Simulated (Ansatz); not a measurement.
The starting structures come from a database of crystals and need not be the phases stable at ambient conditions.

Where the default PAW files enter, the runs use the earlier of Ansatz's two default sets.

```xyz
2
Lattice="3.6543 0.0000 0.0000 -1.8271 3.1647 0.0000 1.8271 -1.0549 2.9837" Properties=species:S:1:pos:R:3 pbc="T T T"
Be     0.0000     0.0000     0.0000
Se     0.0000     2.1098     0.7459
```

Space group of this cell: F-43m, zinc blende. The cell is taken as given; by LDA its mean pressure is -3.9 GPa.

Transport runs along the normal of the first two printed cell vectors, the (111) plane of the conventional cell.

The gap is the functional's own. No spin-orbit coupling. Mid-gap values are those at the computed energy nearest the middle.

Problem. Estimate the band gap and the smallest decay constant κ at mid-gap that LDA run with Ansatz (a first-principles code) returns for this system.

Solution. Gap 2.51 eV on a 10×10×10 mesh; κ = 0.183 1/Å, at the zone centre.
